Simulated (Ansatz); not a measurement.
Base system: ZnS in the wurtzite structure (space group P6_3mc, No. 186).

Levels (all Ansatz, a program for electronic structure, PAW, earlier PAW set): PBE (420 eV, no SOC); r2SCAN (500 eV, scalar-relativistic without spin-orbit coupling).

Levels that relaxed their own cell: PBE and r2SCAN.

Measured: band gap 3.91 eV (temperature not stated; as listed in Mehmet Aras, Çetin Kılıç, The Journal of Chemical Physics (2014)).

What do the calculations give for these quantities, and how do they miss?


```tsv
level	band gap
PBE	2.07 eV
r2SCAN	2.77 eV
```

Computed minus measured — band gap: PBE -1.84 eV, r2SCAN -1.14 eV (closest: r2SCAN). Measured values not marked as corrected hold thermal and zero-point effects that the static-lattice runs lack. A measured gap can be an optical one, lowered by exciton binding.

No phonon test of stability was made.
